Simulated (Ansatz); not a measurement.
## CaSe: energy against volume

CaSe (rock salt, Fm-3m, 25.263 Å³/atom and stress up to 0.01 GPa in the relaxed cell, cube axes along x, y and z) under an equal strain ε along all three axes. PBEsol in Ansatz, a plane-wave DFT program (PAW, default set), 420 eV, 10×10×10 Γ-centred mesh, Fermi-Dirac smearing 0.05 eV; ions are relaxed, or left where forces stay under 0.02 eV/Å, within the symmetry of each cell.

Here V stands for volume and E for E less E0.

| volume (Å³/atom) | E less E0 (meV/atom) | pressure (GPa) |
|---|---|---|
| 23.7777 | 15.70 | 3.57 |
| 24.1435 | 8.68 | 2.59 |
| 24.5130 | 3.79 | 1.67 |
| 24.8863 | 0.93 | 0.80 |
| 25.2634 | 0.00 | 0.00 |
| 25.6442 | 0.92 | -0.76 |
| 26.0289 | 3.60 | -1.46 |
| 26.4174 | 7.96 | -2.12 |
| 26.8097 | 13.92 | -2.74 |
| 27.6060 | ? | ? |

Question: Using the third-order Birch-Murnaghan form, a cubic in V^(-2/3), estimate the missing E at V = 27.6060 from the other rows, showing the fit.

Answer: With u = V^(-2/3) - 0.1162, the rows have u = 0.0047354, 0.0035108, 0.0023047, 0.0011167, -0.0000537, -0.0012063, -0.0023422, -0.0034612, -0.0045637. Least squares gives E = 0.002 + 64.1·u + 684337·u² + 452041·u³. Residuals (row less fit): 0.001, -0.002, 0.000, 0.002, -0.001, 0.000, 0.000, 0.000, 0.001; standard error 0.001 (degrees of freedom: 5). Its minimum lies at u = -0.0000468, so V0 = (0.1161532)^(-3/2) = 25.26. There d²E/du² = 1369000 and d³E/du³ = 2712000, so B0 = (4/9) × 25.26^(-7/3) × 1369000 × 0.160218 = 52.0 GPa (the last factor turns the table's units into GPa), and B0' = 4 + (2/3) × 0.1161532 × (2712000)/1369000 = 4.2. B0' rests on the cubic coefficient alone and has a standard error of 0.1 from these residuals. At the withheld row, u = -0.0067210, so E = 0.002 + 64.1 × (-0.0067210) + 684337 × (-0.0067210)² + 452041 × (-0.0067210)³ = 30.347 meV/atom. The calculation gives 30.35 meV/atom, which the fit meets to the printed digits. The row lies outside the fitted rows, so this is an extrapolation. The scatter of the fitted rows lies at the last printed digit.

Other structures, which can take over under pressure, weren't tried. The same form fitted to the pressure column gives B0' = 4.1; series where the two differ by over 0.4 aren't shown. Rows are the converged runs of the series near zero and its far end, less any whose ions stayed unrelaxed beside relaxed ones; series whose fitted rows scatter by over a few per cent of the range, as at a crossing or softening among them, aren't shown in this form.
